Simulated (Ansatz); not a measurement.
**Pressure series in SrGeO3**

Consider SrGeO3 (space group P-62m, No. 189; a = 6.9046 Å, c = 5.7202 Å; a cell from a computed database, its experimental status unchecked).

Cell and atoms are relaxed at each pressure.

Computed with Ansatz (an electronic-structure program) PBEsol, no spin-orbit coupling.

```
pressure (GPa)  volume per atom (Å³/atom)
--------------  -------------------------
-2                                 16.379
-1                                      ?
0                                  15.745
0.3                                15.659
0.7                                15.549
1.5                                15.339
3                                  14.979
5                                  14.555
10                                 13.688
```

Problem. Fit the third-order Birch–Murnaghan form P(V) = (3B₀/2)[(V₀/V)^(7/3) − (V₀/V)^(5/3)]·[1 + (3/4)(B₀′ − 4)((V₀/V)^(2/3) − 1)] (squares taken in P) to the rows shown and predict the withheld row.

Solution. Least squares on the printed values gives V₀ = 15.745 Å³/atom, B₀ = 54.7 GPa, B₀′ = 3.8; this predicts 16.046 Å³/atom, and the run gives 16.042 Å³/atom, 0.004 lower.

Load acts through the strain it causes; cell and atoms are relaxed under it. Whether these cells are dynamically stable was not tested. No other phases were tried under pressure.
